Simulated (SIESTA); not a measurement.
A working SIESTA input for Sr₃Sn₄Ir₄ (I-43m, 11 atoms in the cell) (DFT, LDA PW92, numerical atomic orbitals TZP, PseudoDojo LDA standard norm-conserving potentials (rewritten from UPF to PSML)):

```
# files in the folder: Sr.psml Sn.psml Ir.psml (PseudoDojo LDA standard)
SystemName  Sr3(SnIr)4
SystemLabel Sr3(SnIr)4

NumberOfAtoms                11
NumberOfSpecies              3
%block ChemicalSpeciesLabel
  1 38 Sr
  2 50 Sn
  3 77 Ir
%endblock ChemicalSpeciesLabel
LatticeConstant              1.0 Ang
%block LatticeVectors
    -4.070449000    4.070449000    4.070449000
     4.070449000   -4.070449000    4.070449000
     4.070449000    4.070449000   -4.070449000
%endblock LatticeVectors
AtomicCoordinatesFormat      Fractional
%block AtomicCoordinatesAndAtomicSpecies
     0.500000000    0.500000000    0.000000000  1
     0.000000000    0.500000000    0.500000000  1
     0.500000000    0.000000000    0.500000000  1
     0.384660000    0.000000000    0.000000000  2
     0.000000000    0.000000000    0.384660000  2
     0.000000000    0.384660000    0.000000000  2
     0.615340000    0.615340000    0.615340000  2
     0.000000000    0.749820000    0.000000000  3
     0.250180000    0.250180000    0.250180000  3
     0.749820000    0.000000000    0.000000000  3
     0.000000000    0.000000000    0.749820000  3
%endblock AtomicCoordinatesAndAtomicSpecies

XC.functional                LDA
XC.authors                   PW92
PAO.BasisSize                TZP
PAO.EnergyShift              0.01 Ry
MeshCutoff                   400 Ry
%block kgrid.MonkhorstPack
    4   0   0  0.0
    0   4   0  0.0
    0   0   4  0.0
%endblock kgrid.MonkhorstPack
OccupationFunction           MP
OccupationMPOrder            0
ElectronicTemperature        1578.21 K

MaxSCFIterations             150
SCF.Mixer.Method             Pulay
SCF.Mixer.Weight             0.25
SCF.Mixer.History            6
SCF.DM.Tolerance             1.0E-05
Diag.ParallelOverK           true
WriteForces                  true
Charge.Mulliken              end
```

The run converged in 12 iterations: free energy E − TS -23855.9363 eV; Fermi level (on the code's own zero) -3.50 eV; pressure -3.31 GPa; largest force (vector length) 0.192 eV/Å. Each of these slips is then made, one at a time:

(1)
```diff
-PAO.BasisSize                TZP
+PAO.BasisSize                DZVP
```

(2)
```diff
-# files in the folder: Sr.psml Sn.psml Ir.psml (PseudoDojo LDA standard)
+# files in the folder: Sr.psml Ir.psml (PseudoDojo LDA standard)
```

Problem. What happens in each case?

Solution. 
(1) A value that the program does not know. The program stopped before any SCF iteration.

(2) A potential or basis that cannot be found. The program stopped before any SCF iteration.

The starting cell comes from a database of computed structures (which also holds hypothetical and non-ambient phases and stackings), without a prior relaxation at this level. Its lattice was rescaled by a random factor within 2.5 % of one. Spin polarisation is off. Values carry the incompleteness of an atom-centred basis. In the base run, with a pressure of about -3 GPa the cell is away from its equilibrium volume at this level.

Left out of this page: 3 runs of the series outside the window shown, repeating another row's setting, or not comparable.
